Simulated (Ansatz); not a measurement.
The starting structures come from a database of crystals and need not be the phases stable at ambient conditions.

The decay constant κ of evanescent states in the gap governs leakage through a thin film.

Input:

```
CELL_PARAMETERS angstrom
      5.42899     0.00000     0.00000
      0.00000     7.64692     0.00000
      0.00000     0.00000     5.31246
ATOMIC_POSITIONS crystal
  Ti 0.99891 0.50376 0.49887
  Ti 0.00109 0.00376 0.50113
  Ti 0.50109 0.00376 0.99887
  Ti 0.49891 0.50376 0.00113
  Cd 0.53943 0.75273 0.50887
  Cd 0.46057 0.25273 0.49113
  Cd 0.96057 0.25273 0.00887
  Cd 0.03943 0.75273 0.99113
  O  0.78771 0.94804 0.79568
  O  0.21229 0.44804 0.20432
  O  0.71229 0.44804 0.29568
  O  0.28771 0.94804 0.70432
  O  0.80424 0.54403 0.80138
  O  0.19576 0.04403 0.19862
  O  0.69576 0.04403 0.30138
  O  0.30424 0.54403 0.69862
  O  0.52866 0.24653 0.90858
  O  0.47134 0.74653 0.09142
  O  0.97134 0.74653 0.40858
  O  0.02866 0.24653 0.59142
```

Space group of this cell: Pna2_1. The cell is taken as given; by PBEsol its mean pressure is -2.4 GPa.

Transport runs along the normal of the first two printed cell vectors.

The gap is the functional's own. No spin-orbit coupling. Mid-gap values are interpolated on the energy grid.

Question: Predict the band gap and the smallest decay constant κ at mid-gap from Ansatz (a first-principles code) with PBEsol.

Answer: Gap 2.28 eV on a 6×4×6 mesh; κ = 0.239 1/Å, at the zone centre.
